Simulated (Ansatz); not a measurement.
For RhGe2 (model structure, started from the AlB2 type, P6/mmm, No. 191, 3 atoms in the cell), PBE in Ansatz (PAW) gives:

- equilibrium lattice constant a = 4.515 Å
- lattice parameter c = 2.782 Å

What does PBE-D3(BJ) in Ansatz (plane waves, PAW) give for the same quantities?


- lattice constant a: 4.453 Å (falls by 1.4 %)
- lattice parameter c: 2.745 Å (drops by 1.3 %)

Changes are worked out from the printed values.

Unless a cell is named, each level is at its own relaxed cell (PBE 16.37, PBE-D3(BJ) 15.72 Å³/atom).

Ansatz's density-functional and Hartree–Fock values are scalar-relativistic unless marked +SOC, with PAW data made under PBE.

A model structure was made by putting elements into a prototype or built by hand; it is no filed structure, need not be a known phase, and can be a saddle point held by its symmetry.

Ansatz is a first-principles code.
